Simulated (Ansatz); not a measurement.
A user runs Ansatz (a quantum-chemistry and plane-wave program) on SbPd (P1, 8 atoms in the cell) and asks whether the run is sound. The aim is a self-consistent single point with DFT, LDA (PW92), plane waves, default PAW files made with PBE.

Cell that was meant: a = 5.2424 Å, b = 5.2424 Å, c = 5.2424 Å, α = 90.00°, β = 90.00°, γ = 90.00°.

Part of the input:

Ansatz 0.2 input:
```yaml
  xc: lda
  pseudopotentials: { kind: paw }
scf:
  occupations: { method: fixed }
output:
  forces: true
  eigenvalues: true
```

The program printed (abridged):

```
WARN basis.ecutwfc = 420 eV, the default
WARN ansatz: RAYON_NUM_THREADS=1 ignored (pool sized by the plan → 1); use --threads N
   [... lines left out ...]
PAW frozen core: Sb, regenerated for the run's functional, and the local potential with it
Initial density: superposition of atomic densities (neutral atoms: chi_scale 0, normalization atom), corrected by the library's trained network
Initial wavefunctions: pseudopotential atomic-orbital guess
Eigensolver: davidson
Functional: x = slater, c = lda
SCF iter   1: F=—  HF=-52722.748633 eV  |F-HF|=—  |Δ(HF+E_count)|=         —  Δρ=1.24e-2  dr2=1.90e-1  ethr=1.77e-3  ⟨swp⟩=5.0  Hψ=8229  notcnv=0  defer=372
all-band conjugate gradients solve this SCF's bands
   [... lines left out ...]
WARN: the bands overlap at the fill by count (66 filled at each k-point of a channel) …
SCF 1 converged in 9 iterations: F = -52722.704964 eV  dr2 = 1.46e-8
Free energy (F): -52722.704964 eV
Internal energy: -52722.704964 eV  (E = F + TS)
E sigma→0 (E₀):  -52722.704964 eV
Fermi energy:    17.942980 eV
--- Forces (eV/Å), atoms counted from 1 ---
  atom   1  Pd     1.24793597     0.72632526     1.32541442
  atom   2  Pd     0.03792856    -0.20741247    -0.31558420
  atom   3  Pd    -0.78533719     0.40085207    -0.74829782
  atom   4  Pd    -0.49158821    -0.47427197     0.64417510
  atom   5  Sb    -0.63452049    -1.04506800    -0.32791772
  atom   6  Sb     0.24698025    -0.42752189    -0.05785555
  atom   7  Sb     0.79410922     0.24591671    -0.69819009
  atom   8  Sb    -0.41552231     0.78117356     0.17824671
--- Stress (GPa, compression-positive) ---
        9.375948       1.324248      -0.758649
        1.324248       8.336049       0.312873
       -0.758649       0.312873      10.215015
  P = ⅓ Tr σ = 9.3090 GPa (93.090 kbar)
  The stress holds the Pulay correction. Without it, at fixed plane waves, as pw.x and ABINIT print it: P = 9.2531 GPa
```

Problem. Can these results be used? Check the input.

Solution. The run is not sound. The fault is fixed (insulator-type) occupations in a metal. A metal has bands that cross the Fermi level, so filling the same number of bands at every k-point puts electrons into the wrong states. To fix it, use a smearing (or tetrahedra) with enough empty bands. The run converged in 9 iterations without an error; against the sound input the free energy rises by 2.1 meV/atom, the pressure goes from 8.98 to 9.31 GPa and the largest force goes from 1.908 to 1.960 eV/Å. The full log also holds (shortened here): “WARN: iter 1: σ=0 fill of 66 bands saw a band overlap (occupied 17.9460 eV > unoccupied 17.8596 eV) — on an unconverged iterate often a transient of an (band_overlap_at_count)”.

The sound input it was made from differs as follows (other fixes are possible):
```diff
-  occupations: { method: fixed }
+  occupations: { method: methfessel_paxton, width: 0.272 }
```

With that input, the run converged in 7 iterations: free energy E − TS (on the zero of these files) -52722.7215 eV; Fermi level (on the code's own zero) 17.83 eV; pressure 8.98 GPa; largest force (vector length) 1.908 eV/Å (DFT, LDA (PW92), plane waves, default PAW files made with PBE).

On the sound input: the starting cell was generated: these elements placed on a structure prototype, without a prior relaxation; it need not be a known phase or ordering of this composition. Its atoms were displaced at random from the sites of space group no. 198. Spin polarisation is off. With a pressure of about 9 GPa the cell is away from its equilibrium volume at this level. Forces in this geometry exceed 1 eV/Å. Ansatz's pressure includes its estimate of the finite-basis (Pulay) stress.
